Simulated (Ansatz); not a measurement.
The starting structures come from a database of crystals and need not be the phases stable at ambient conditions.

 Where the default PAW files enter, the runs use the earlier of Ansatz's two default sets.

Inside the gap of an insulator the Bloch states are evanescent, with a wavenumber k + iκ along the transport direction.

Here is the system:

```
PdO3Se
1.0
    5.01028     0.05724     0.02268
   -0.00173     5.01060     0.02268
    2.43330     2.46211     6.08124
Pd Se O
2 2 6
Cartesian
  2.50514   0.02862   0.01134
 -0.00087   2.50530   0.01134
  4.93190   4.99029   3.91358
  2.50995   2.53966   2.21302
  0.89639   2.87545   1.77844
  6.54545   4.65451   4.34815
  4.57715   6.59978   4.34815
  2.86470   0.93017   1.77844
  3.39500   3.43520   0.88530
  4.04685   4.09476   5.24130
```

Space group of this cell: C2/m. The cell was relaxed by PBE-D3(BJ); by PBEsol its mean pressure is -2.8 GPa.

Transport runs along the normal of the first two printed cell vectors.

The gap is the functional's own, uncorrected, and κ follows it; spin-orbit coupling is left out. Mid-gap values are interpolated between the computed energies.

Problem. Give the band gap and the smallest decay constant κ at mid-gap that PBEsol run with Ansatz (a quantum-chemistry and plane-wave program) yields.

Solution. Gap 0.68 eV on a 8×8×6 mesh; κ = 0.307 1/Å, at (0.500, 0.500) of the in-plane reciprocal vectors. At the zone centre, at the nearest computed energy, the slowest state has κ = 0.43 1/Å.
